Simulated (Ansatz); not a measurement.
Consider the following.

```
HfO2
1.0
    0.00000     2.50052     2.57553
    2.50052     0.00000     2.57553
    2.50052     2.50052     0.00000
Hf O
1 2
Direct
  0.00000   0.00000   0.00000
  0.25000   0.25000   0.25000
  0.75000   0.75000   0.75000
```

No spin polarisation.

Level of theory: LDA (Ansatz, a quantum-chemistry and plane-wave program), without spin-orbit coupling. k-mesh 11×11×11 (Γ-centred); smearing 0.05 eV (Fermi–Dirac).

### Question
What is the computed pressure (mean of the normal stresses, compression positive)?

### Answer
-7.81 GPa.

### Question
What band gap does the calculation give?

### Answer
3.38 eV.

### Question
Estimate the gap character.

### Answer
Indirect, X → Γ.

With Hf present, leaving out spin-orbit coupling can change the band edges. The cells carry an imposed strain or load. Whether these cells are dynamically stable was not tested. The cell was made from HfO$_{2}$ in the fluorite structure (space group Fm-3m, No. 225) by this change: uniaxial strain ε_zz = +3.00 %. This is not the structure that HfO2 has at room temperature and ambient pressure.
